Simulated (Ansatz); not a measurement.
# Co on the 1x1 (100) surface of monoclinic HfO2 (cut with top plane 2 O), one in a 1x1 cell, started at the site 'hollow O-O-O'

Host crystal: monoclinic HfO2, with a band gap (PBE, scalar-relativistic without spin-orbit coupling).

These are PBE (plane waves to 420 eV, PAW; Ansatz, a quantum-chemistry and plane-wave program) values and carry that method's errors.

Set-up: 25 atoms, 9.3 Å thick at the start under the adsorbate (thin: gaps and levels are the slab's own); mesh 4x4x1; 0.01 eV smearing; dipole correction on; 12 atoms held, the rest relaxed; no symmetry held; spin-polarised, ending with about 3.0 μB a cell; orders that need a larger cell were not tried, no spin-orbit, no U, no dispersion correction. At the end it is bonded to 4 Hf + 2 O. In PBE it is, or lies within 0.03 eV of, the lowest of the starts that converged.

| Property | Result |
|---|---|
| adsorption energy against an atom of hcp Co, ferromagnetic | 2.95 eV |
| gap of the slab on its k-mesh | 0.41 eV |
| highest filled level below the top vacuum level | 4.49 eV |
| change of the step from the bottom to the top vacuum level, against the clean slab | -0.43 eV |
| energy released by relaxation | 1.09 eV |
| height of the binding atom over the mean of the host atoms within 0.3 Å of the top one | 55.9 pm |
| magnetic moment of the cell | 3.00 μB |
| nearest host atoms of the binding atom | O at 1.97 Å, O at 2.09 Å, Hf at 3.01 Å |
| largest move of a host atom | 0.36 Å |
| caution | the clean host was not checked against rearrangement in a larger or rattled cell |
| note | in the relaxation the adsorbate left its starting site by 0.9 Å |
| cost | very roughly 40 core-minutes |

A negative adsorption energy means that the adsorbate is more stable on the surface than in its reference.
